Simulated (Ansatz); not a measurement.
# The (100) surface of fcc Pt in its 1x1 cell (the real clean face reconstructs)

All values below come from PBE (plane waves to 420 eV, PAW; Ansatz, an electronic-structure program).

Slab: 4 atoms, 6.0 Å thick at the start (thin: gaps and levels are the slab's own); k 10x10x1, smearing 0.1 eV, dipole-corrected; all atoms relaxed; symmetry of the start imposed; no spin, no spin-orbit, no U.

```
Property                                         Result
-----------------------------  ------------------------
work function of the top face                   5.63 eV
energy released by relaxation                  0.019 eV
cost                           roughly 100 core-seconds
```
